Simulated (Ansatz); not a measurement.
Start from Ge in the diamond structure (space group Fd-3m, No. 227).

```xyz
2
Lattice="0.0000 2.8372 2.8372 2.8372 0.0000 2.8372 2.8372 2.8372 0.0000" Properties=species:S:1:pos:R:3 pbc="T T T"
Ge     2.8372     2.8372     2.8372
Ge     4.2558     4.2558     4.2558
```

Cartesian axes are those of the cell as printed.

The values are results of r2SCAN (Ansatz, a quantum-chemistry and plane-wave program), no SOC, not measurements.

Base values:

| Quantity | Value |
|---|---|
| Band gap | 0.36 eV |

The change: the cell is compressed by 0.86 % along y with no lateral relaxation; the atoms relax in the strained cell.

What happens to the energy relative to the base?

The energy rises by 0.7 meV/atom.

What happens to the band gap?

The band gap rises by 0.037 eV to 0.39 eV.

Whether these cells are dynamically stable was not tested.
